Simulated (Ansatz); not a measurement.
## How a calculation on Ca₃Pd (Pm-3m, 4 atoms in the cell) responds to its settings

```
Ca3Pd
1.0
    4.84328     0.00000     0.00000
    0.00000     4.84328     0.00000
    0.00000     0.00000     4.84328
Ca Pd
3 1
Cartesian
  0.00000   2.42164   2.42164
  2.42164   2.42164   0.00000
  2.42164   0.00000   2.42164
  0.00000   0.00000   0.00000
```

Base run A: PBEsol, default PAW files made with PBE run with Ansatz (a quantum-chemistry and plane-wave program), self-consistent single point.

Its settings: kpoints.mp_grid.grid = 6 6 6; hamiltonian.xc = pbesol; hamiltonian.pseudopotentials = {kind: paw} (the program's default PAW files); scf.occupations.method = cold; scf.occupations.width = 0.1 eV.

The starting cell was generated: these elements placed on a structure prototype, without a prior relaxation; it need not be a known phase or ordering of this composition. Its lattice was rescaled by a random factor within 2.5 % of one. Spin polarisation is off. Ansatz's pressure includes its estimate of the finite-basis (Pulay) stress.

A dash stands where there is no value to compare (another energy zero or no entropy term, no result, no spin, no clean gap, or a mesh too coarse for one). 

Run A gave: pressure (GPa) -0.92.

Runs:
- B: hamiltonian.dispersion: default → d3bj [PBEsol-D3BJ]
- C: hamiltonian.dispersion: default → d3bjatm [PBEsol-D3BJ-ATM]
- D: hamiltonian.dispersion: default → d4 [PBEsol-D4]
- E: hamiltonian.xc: pbesol → revpbe; hamiltonian.dispersion: default → d4 [revPBE-D4]

Task: What does run D change against A?

Result: The pressure goes from -0.92 to -1.40 GPa.

Task: What does run E change against A?

Result: The pressure goes from -0.92 to 0.90 GPa.

Task: What does run C change against A?

Result: The pressure goes from -0.92 to -2.74 GPa.

| run | pressure (GPa) | dispersion energy (eV/atom) |
|---|---|---|
| A | -0.92 | – |
| B | -2.97 | -0.349 |
| C | -2.74 | -0.328 |
| D | -1.40 | -0.085 |
| E | 0.90 | -0.215 |

Keys are those of Ansatz 0.2.
